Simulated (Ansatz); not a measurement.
Consider the following.

```
CELL_PARAMETERS angstrom
      0.00000     2.80468     2.80468
      2.80468     0.00000     2.80468
      2.80468     2.80468     0.00000
ATOMIC_POSITIONS crystal
  P  0.75000 0.75000 0.75000
  In 0.00000 0.00000 0.00000
```

A single point on InP with a change (pressure 15 GPa), its geometry relaxed with r2SCAN.

Calculations: HSE06 (Ansatz, a quantum-chemistry and plane-wave program), noncollinear with spin-orbit coupling. k-mesh 6×6×6 (Γ-centred); smearing 0.01 eV (Fermi–Dirac).

Q: What valence-band top at Γ (three highest Kramers pairs, from the VBM) does the calculation give?

A: 0.00, 0.00, -0.12 eV.

Q: What band gap does the calculation give?

A: 2.08 eV.

Single points use the geometry relaxed with r2SCAN. HSE06 was sampled on its mesh, a few special points and the semilocal edge points, so its gap is an upper bound. Load acts through the strain it causes; cell and atoms are relaxed under it. No phonon test of stability was made. Measured, InP leaves this structure (for rock salt) near 9.8 GPa (temperature not stated; as listed in Datta, Sujoy, Jana, Debnarayan, arXiv (2020)). The cell was made from InP in the zinc blende structure (space group F-43m, No. 216) by this change: pressure 15 GPa.
